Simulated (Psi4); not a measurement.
Psi4 1.11, B3LYP/def2-svp: W(S)2(Cl)(OH) ([OH][W](=[S])(=[S])[Cl]), 6 atoms. The geometry is a generated start, not checked to be a minimum at this level.

```
Property                                              Value
--------------------------  -------------------------------
task                                                 energy
method                                                b3lyp
basis                                              def2-svp
memory                                                 3 GB
maxiter                                                 100
keys of the molecule block                      symmetry c1
scf_type                                       df (default)
e_convergence                               1e-06 (default)
d_convergence                               1e-06 (default)
dft_radial_points                              75 (default)
dft_spherical_points                          302 (default)
effective core potentials   those of the basis set, past Kr
basis functions                                         105
grid points                                          129861
```

```xyz
6

W      0.1814     0.3028    -0.0098
S      1.6675    -0.1405    -1.5412
S      1.2763     0.1474     1.8647
Cl    -0.3069     2.4110    -0.2335
O     -1.1369    -0.9618    -0.0572
H     -1.6814    -1.7589    -0.0230
```

Charge 0 and multiplicity 1 are set for this test and not shown to be the ground state.

With the defaults (diis = true, scf_initial_accelerator = adiis, damping_percentage = 0, guess = auto, which took SAD, diis_max_vecs = 10, diis_start = 1, soscf = false) it converges in 11 SCF iterations. One run each on 2 threads, with these changes:
- guess = gwh
- diis_start = 4
- diis_max_vecs = 6
- guess = core
- guess = huckel
- scf_initial_accelerator = none
- diis_max_vecs = 3
- diis = false, scf_initial_accelerator = none, damping_percentage = 60
- soscf = true

Which of these changes keep the SCF from converging, or lead it to another solution?

No convergence: diis = false, scf_initial_accelerator = none, damping_percentage = 60 (the run ends without SCF convergence in 100 iterations). The rest reach the solution of the defaults.

```
setting                                                                SCF iterations  JK calls             end
---------------------------------------------------------------------  --------------  --------  --------------
soscf = true                                                                        9        35   same solution
the defaults                                                                       11        12   same solution
scf_initial_accelerator = none                                                     11        12   same solution
diis_max_vecs = 6                                                                  12        13   same solution
guess = huckel                                                                     14        49   same solution
guess = core                                                                       15        15   same solution
guess = gwh                                                                        16        16   same solution
diis_start = 4                                                                     21        22   same solution
diis_max_vecs = 3                                                                  38        39   same solution
diis = false, scf_initial_accelerator = none, damping_percentage = 60             100       101  no convergence
```

An SOSCF iteration holds several JK calls; a Hückel guess adds calls on atoms. 1 further run of the study ended by our limits or in an error and is left out.
